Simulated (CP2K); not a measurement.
Band structure of MgTe (F-43m, 2 atoms in the cell).

```
CELL_PARAMETERS angstrom
      4.53963     0.00000     0.00000
      2.26981     3.93143     0.00000
      2.26981     1.31048     3.70659
ATOMIC_POSITIONS crystal
  Mg 0.00000 0.00000 0.00000
  Te 0.25000 0.25000 0.25000
```

Level of theory: PBE, GPW, DZVP-MOLOPT-SR-GTH basis, GTH-PBE potentials (GTH_POTENTIALS) (CP2K 2026.2).

Settings: CUTOFF = 1000 Ry; REL_CUTOFF = 50 Ry; SMEAR/METHOD = FERMI_DIRAC; ELECTRONIC_TEMPERATURE = 580.23 K; KPOINTS/SCHEME = MONKHORST-PACK 7 7 7; XC_FUNCTIONAL = PBE; Mg/BASIS_SET = DZVP-MOLOPT-SR-GTH-q10; Mg/POTENTIAL = GTH-PBE-q10; Te/BASIS_SET = DZVP-MOLOPT-SR-GTH-q6; Te/POTENTIAL = GTH-PBE-q6; METHOD = GPW; EPS_DEFAULT = 1e-10; EXTRAPOLATION = USE_GUESS; NGRIDS = 5.

The starting cell has typed, rounded lattice constants, without a prior relaxation at this level. Spin-orbit coupling is off. Values carry the incompleteness of an atom-centred basis.

Q: Predict the gap along the standard path and the places of the band edges.

A: The gap along the path is 2.33 eV, direct at Γ to within 0.01 eV.

Levels in eV from the top of the valence band on the SCF mesh, bands 5 to 9:
```
point       5      6      7      8     9
-----  ------  -----  -----  -----  ----
Γ      -10.31   0.00   0.00   0.00  2.33
X       -9.41  -3.23  -1.31  -1.31  3.59
W       -9.41  -2.89  -2.00  -1.61  5.85
K       -9.43  -2.99  -2.10  -1.06  4.00
L       -9.65  -3.43  -0.47  -0.47  3.20
U       -9.43  -2.99  -2.10  -1.06  4.00
```

Higher empty bands are left out: an atom-centred basis made for the valence describes them poorly.
